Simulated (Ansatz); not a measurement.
# A constructed model of the (111)A surface of zinc-blende AlAs, Al-terminated, 2x2 Al adatom at T4 (bottom of the slab: 3 H on 4 bottom sites)

These are PBE (plane waves to 420 eV, PAW; Ansatz, an electronic-structure program) values and carry that method's errors.

Set-up: 36 atoms, 14.0 Å thick at the start with caps and adatoms (thin: gaps and levels are the slab's own); mesh 3x3x1; 0.025 eV smearing; dipole correction on; 8 atoms held, the rest relaxed; symmetry of the start imposed; no spin, no spin-orbit, no U. In PBE it is, or lies within 0.01 eV a 1x1 cell of, the lowest of the 2 structures of its composition computed so far; subsurface sites and larger cells were not tried.

```json
{
 "gap_of_the_slab_on_its_k_mesh": "0.46 eV",
 "highest_filled_level_below_the_top_vacuum_level": "4.44 eV",
 "energy_released_by_relaxation": "1.81 eV",
 "cost": "about 11 core-minutes (a rough figure)"
}
```
